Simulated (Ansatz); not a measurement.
Band gap of rutile MgH2 at several levels of theory

No measured value is used here.

```json
[
 {"level (code)": "LDA (Ansatz)", "value (eV)": "3.36 (indirect)"},
 {"level (code)": "PBE (Ansatz)", "value (eV)": "3.74 (indirect)"},
 {"level (code)": "r²SCAN (Ansatz)", "value (eV)": "4.37 (indirect)"},
 {"level (code)": "Hartree–Fock (Ansatz)", "value (eV)": "12.03 (indirect)"}
]
```

Computed values are for a static lattice.  Values are at the measured cell. Cutoffs and k meshes differ between the levels. Ansatz's density-functional and Hartree–Fock values are scalar-relativistic unless marked +SOC, with PAW data made under PBE.

Ansatz is a quantum-chemistry and plane-wave program.
